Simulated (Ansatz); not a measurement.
**InP: pressure series**

Start from InP in the zinc blende structure (space group F-43m, No. 216).

```yaml
crystal:
  lattice:
    - [0.00000, 2.91346, 2.91346]
    - [2.91346, 0.00000, 2.91346]
    - [2.91346, 2.91346, 0.00000]
  atoms:
    - { symbol: In, position: [0.00000, 0.00000, 0.00000] }
    - { symbol: P, position: [0.25000, 0.25000, 0.25000] }
```

Cell and atoms are relaxed at each pressure.

Computed with LDA/PAW in Ansatz (a first-principles code), spin-orbit coupling left out.

For the base:

```
Quantity    Value
--------  -------
Band gap  0.58 eV
```

Problem. The aim is a band gap between 0.46 eV and 0.54 eV. Which of these changes reaches it?
(A) pressure 15 GPa
(B) pressure 0.9 GPa
(C) pressure −1 GPa
(D) pressure 22.5 GPa

Solution. C, pressure −1 GPa. It gives 0.50 eV; pressure 15 GPa gives 1.28 eV; pressure 0.9 GPa gives 0.64 eV; pressure 22.5 GPa gives 1.17 eV. Changes not listed may reach it too

Load acts through the strain it causes; cell and atoms are relaxed under it. No phonon test of stability was made. Measured, InP leaves this structure (for rock salt) near 9.8 GPa (temperature not stated; as listed in Datta, Sujoy, Jana, Debnarayan, arXiv (2020)).
